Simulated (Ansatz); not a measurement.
Start from Ca in the fcc (Cu type) structure (space group Fm-3m, No. 225; a = 5.455 Å).

Calculations: PBEsol (Ansatz, a first-principles code; PAW; 420 eV plane waves; no spin-orbit coupling).

One change was made to it. Results:

| quantity | base | after |
|---|---|---|
| volume per atom | 40.59 Å³ | 33.05 Å³ |
| band gap | zero | zero |

**Question.** Which of these changes matches the shifts?
A) pressure 1.5 GPa
B) pressure 0.7 GPa
C) pressure 0.3 GPa
D) pressure 5 GPa
E) pressure −2 GPa

**Answer.** D, pressure 5 GPa. For comparison, the volume per atom in the other runs: pressure 0.3 GPa gives 39.93 Å³; pressure 0.7 GPa gives 39.11 Å³; pressure −2 GPa gives 46.65 Å³; pressure 1.5 GPa gives 37.65 Å³.

Load acts through the strain it causes; cell and atoms are relaxed under it. Whether these cells are dynamically stable was not tested. No other phases were tried under pressure.
